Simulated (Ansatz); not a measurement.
Base system: SbP in the rock salt structure (space group Fm-3m, No. 225; a = 5.601 Å; a hypothetical phase, not in the database extracts checked).

Calculations: Kohn–Sham DFT with the r2SCAN functional, run in Ansatz (an electronic-structure program) with PAW and 500 eV plane waves, no SOC.

One change was made to it. Results:

The density goes up by 0.11 g/cm³ to 5.88 g/cm³; the shortest interatomic distance drops by 0.0168 Å (2.800 Å → 2.784 Å).

### Question
Name the change that was made.
(A) pressure 1.5 GPa
(B) pressure 5 GPa
(C) pressure 10 GPa

### Answer
A, pressure 1.5 GPa. For comparison, the density in the other runs: pressure 10 GPa gives 6.40 g/cm³; pressure 5 GPa gives 6.11 g/cm³.

Load acts through the strain it causes; cell and atoms are relaxed under it. Stability against distortions was not tested. Competing high-pressure phases were not computed. The final runs are not spin-polarised.
